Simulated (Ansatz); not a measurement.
A self-consistent single point of HfPt3 (P4mm, 4 atoms in the cell) with Ansatz (a quantum-chemistry and plane-wave program).

Method of the run: LDA (PW92), default PAW files made with PBE (plane waves; Ansatz).

The change in words: lattice scaled by 0.98; basis.ecutwfc: 420 eV → 460 eV. Reference geometry:
```
CELL_PARAMETERS angstrom
      4.02246     0.00000     0.00000
      0.00000     4.02246     0.00000
      0.00000     0.00000     4.02246
ATOMIC_POSITIONS crystal
  Hf 0.00000 0.00000 0.01243
  Pt 0.50000 0.50000 0.00000
  Pt 0.00000 0.50000 0.50000
  Pt 0.50000 0.00000 0.50000
```

Reference input (self-consistent single point, DFT, LDA (PW92), plane waves, default PAW files made with PBE): basis.ecutwfc = 420 eV; kpoints.mp_grid.grid = 7 7 7; hamiltonian.xc = lda; hamiltonian.pseudopotentials = {kind: paw} (the program's default PAW files); scf.occupations.method = gaussian; scf.occupations.width = 0.1 eV. This run's input differs from it in these lines:

Ansatz 0.2 input:
```diff
@@ -2,5 +2,5 @@
   lattice:
-    - [4.02246200, 0.00000000, 0.00000000]
-    - [0.00000000, 4.02246200, 0.00000000]
-    - [0.00000000, 0.00000000, 4.02246200]
+    - [3.94201300, 0.00000000, 0.00000000]
+    - [0.00000000, 3.94201300, 0.00000000]
+    - [0.00000000, 0.00000000, 3.94201300]
   atoms:
@@ -11,3 +11,3 @@
 basis:
-  ecutwfc: 420.0
+  ecutwfc: 460.0
 kpoints:
```

Output, abridged:

```
SCF iter   1: F=—  HF=-52216.243181 eV  |F-HF|=—  |Δ(HF+E_count)|=         —  Δρ=6.41e-3  dr2=4.83e-3  ethr=1.77e-3  ⟨swp⟩=5.8  Hψ=6303  notcnv=0
all-band conjugate gradients solve this SCF's bands
preconditioner: auto → Resta (q_TF=auto, 2.852 Å⁻¹)
SCF iter   2: F=—  HF=-52216.244837 eV  |F-HF|=—  |Δ(HF+E_count)|=   1.66e-3  Δρ=3.47e-3  dr2=1.55e-3  ethr=6.04e-6  ⟨swp⟩=2.0  Hψ=3641  notcnv=0
SCF iter   3: F=—  HF=-52216.244547 eV  |F-HF|=—  |Δ(HF+E_count)|=   2.89e-4  Δρ=2.60e-4  dr2=3.37e-5  ethr=1.94e-6  ⟨swp⟩=2.9  Hψ=3661  notcnv=0
SCF iter   4: F=—  HF=-52216.244491 eV  |F-HF|=—  |Δ(HF+E_count)|=   5.61e-5  Δρ=1.66e-4  dr2=9.82e-6  ethr=4.21e-8  ⟨swp⟩=3.0  Hψ=3390  notcnv=0
SCF iter   5: F=—  HF=-52216.244489 eV  |F-HF|=—  |Δ(HF+E_count)|=   2.56e-6  Δρ=5.05e-5  dr2=1.54e-6  ethr=1.23e-8  ⟨swp⟩=2.7  Hψ=2858  notcnv=0
SCF iter   6: F=-52216.244488 eV  HF=-52216.244488 eV  |F-HF|=6.68e-8  |Δ(HF+E_count)|=   5.02e-7  Δρ=1.39e-5  dr2=9.77e-8  ethr=1.25e-10  ⟨swp⟩=6.3  Hψ=9012  notcnv=0
SCF 1 converged in 6 iterations: F = -52216.244488 eV  dr2 = 9.77e-8
Free energy (F): -52216.244488 eV
Internal energy: -52216.242613 eV  (E = F + TS)
E sigma→0 (E₀):  -52216.243551 eV
Entropy (-TS):   -0.001875 eV (-0.469 meV/atom)
Fermi energy:    25.343997 eV
--- Forces (eV/Å), atoms counted from 1 ---
  atom   1  Hf     0.00000000     0.00000000    -0.42083613
  atom   2  Pt     0.00000000     0.00000000     0.01598238
  atom   3  Pt     0.00000000     0.00000000     0.20245989
  atom   4  Pt     0.00000000     0.00000000     0.20245989
--- Stress (GPa, compression-positive) ---
        3.633722       0.000000       0.000000
        0.000000       3.633722       0.000000
        0.000000       0.000000       3.711629
  P = ⅓ Tr σ = 3.6597 GPa (36.597 kbar)
  The stress holds the Pulay correction. Without it, at fixed plane waves, as pw.x and ABINIT print it: P = 3.6156 GPa
```

The run converged in 6 iterations. Against the reference run the free energy drops by 27.3 meV/atom, the pressure goes from -11.64 to 3.66 GPa and the largest force goes from 0.286 to 0.421 eV/Å.

The starting cell comes from a database of computed structures (which also holds hypothetical and non-ambient phases and stackings), without a prior relaxation at this level. Its lattice was rescaled by up to half a per cent. One atom was moved a little off its site on purpose. For this run, on top of that: lattice scaled by 0.98. Spin polarisation is off. Ansatz's pressure includes its estimate of the finite-basis (Pulay) stress.
